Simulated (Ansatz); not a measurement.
BaCeO₃ (Imma, No. 74, 10 atoms in the cell; start mp-3316; a measured phase of this formula has another space group)

Computed with PBEsol (Ansatz, a quantum-chemistry and plane-wave program, PAW).

Numerical settings: plane-wave cutoff 520 eV, 8×8×8 k mesh, Fermi–Dirac smearing 0.01 eV, no spin polarisation, scalar-relativistic PAW data made under PBE.

Cell (relaxed at this level):

BaCeO3 is taken in the orthorhombic space group Imma (No. 74), Pearson symbol oI20. Lattice parameters: a = 6.1682 Å, b = 8.7058 Å, c = 6.2405 Å, α = β = γ = 90.00°. Ba on 4e sees 5 O at 2.642–2.760 Å and 2 O at 3.146 Å and 5 O at 3.445–3.598 Å. Ce on 4b is surrounded by 6 O at 2.237–2.245 Å (octahedral). O1 on 8g has 2 Ce at 2.237 Å and 2 Ba at 2.760 Å and 2 Ba at 3.445 Å. O2 on 4e is coordinated by 2 Ce at 2.245 Å and 1 Ba at 2.642 Å and 2 Ba at 3.146 Å and 1 Ba at 3.598 Å. (Neighbours: up to the widest gap in distance over summed covalent radii, below 1.35, at either atom; cation-cation and far metal-metal contacts left out.)
(The calculation used a cell of 10 atoms; values per cell refer to that cell.)

| Quantity | Result |
|---|---|
| band gap | 2.23 eV (on the SCF k mesh) |

Note: the relaxation could not lower the start's symmetry, so the cell can be a saddle point above a distorted one; the 4f shell is treated without U or exact exchange, so its levels and filling can be wrong.

Spin–orbit coupling is not included.

It cost around 3 core-minutes (rough) of CPU time.

A start named mp-… is a Materials Project structure, which need not be a measured phase.
